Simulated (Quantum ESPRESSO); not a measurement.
Input and output of a self-consistent single point for Sc (P6_3/mmc, 4 atoms in the cell) (Quantum ESPRESSO).

Computed with LDA (PZ), GBRV 1.5 ultrasoft (LDA) pseudopotentials (plane waves; Quantum ESPRESSO).

```
Sc
1.0
    3.22197     0.00000     0.00000
   -1.61099     2.79031     0.00000
    0.00000     0.00000    10.36672
Sc
4
Direct
  0.00000   0.00000   0.00000
  0.00000   0.00000   0.50000
  0.33333   0.66667   0.25000
  0.66667   0.33333   0.75000
```

Reference input (self-consistent single point, DFT, PBE, plane waves, SSSP 1.1.2 efficiency (PBE) pseudopotentials): ecutwfc = 60 Ry; occupations = smearing; smearing = fd; degauss = 0.0073499 Ry; potentials = {Sc: Sc_ONCV_PBE-1.0.oncvpsp.upf}; K_POINTS = automatic 8 8 3 0 0 0; conv_thr = 1e-10 Ry. This run's input differs from it in these lines:

```diff
@@ -13,3 +13,4 @@
  ntyp = 1
- ecutwfc = 60
+ ecutwfc = 50
+ ecutrho = 400
  occupations = 'smearing'
@@ -22,3 +23,3 @@
 ATOMIC_SPECIES
-Sc    44.9559  Sc_ONCV_PBE-1.0.oncvpsp.upf
+Sc    44.9559  sc_lda_v1.uspp.F.UPF
 ATOMIC_POSITIONS crystal
```

Output, abridged:

```
     Self-consistent Calculation

     iteration #  1     ecut=    50.00 Ry     beta= 0.70

---- Real-time Memory Report at c_bands before calling an iterative solver
           314 MiB given to the printing process from OS
            81 MiB allocation reported by mallinfo(arena+hblkhd)
------------------

     Threshold (ethr) on eigenvalues was too large:
     Diagonalizing with lowered threshold

---- Real-time Memory Report at c_bands before calling an iterative solver
           352 MiB given to the printing process from OS
           103 MiB allocation reported by mallinfo(arena+hblkhd)
------------------

   [... lines left out ...]

---- Real-time Memory Report at c_bands before calling an iterative solver
           367 MiB given to the printing process from OS
           116 MiB allocation reported by mallinfo(arena+hblkhd)
------------------

     total energy              =    -377.23361162 Ry
     estimated scf accuracy    <          1.3E-09 Ry

     iteration # 18     ecut=    50.00 Ry     beta= 0.70

---- Real-time Memory Report at c_bands before calling an iterative solver
           367 MiB given to the printing process from OS
           116 MiB allocation reported by mallinfo(arena+hblkhd)
------------------
     End of self-consistent calculation

     the Fermi energy is     9.6410 ev

!    total energy              =    -377.23361162 Ry
     estimated scf accuracy    <          1.6E-11 Ry
     smearing contrib. (-TS)   =      -0.01720713 Ry
     internal energy E=F+TS    =    -377.21640448 Ry

     convergence has been achieved in  18 iterations

     Forces acting on atoms (cartesian axes, Ry/au):

     atom    1 type  1   force =     0.00000000   -0.00000000    0.00000000
   [... zero for the other atoms too ...]

     Total force =     0.000000     Total SCF correction =     0.000000

          total   stress  (Ry/bohr**3)                   (kbar)     P=      -20.15
  -0.00012472   0.00000000   0.00000000          -18.35        0.00        0.00
   0.00000000  -0.00012472   0.00000000            0.00      -18.35        0.00
   0.00000000   0.00000000  -0.00016143            0.00        0.00      -23.75

   JOB DONE.
```

The run converged in 18 iterations. Against the reference run the pressure goes from 3.47 to -2.01 GPa.

The starting cell was generated: these elements placed on a structure prototype, without a prior relaxation; it need not be a known phase or ordering of this composition. Its lattice was rescaled by a random factor within 2.5 % of one.

Cost on one core of a shared machine: roughly 90 s.
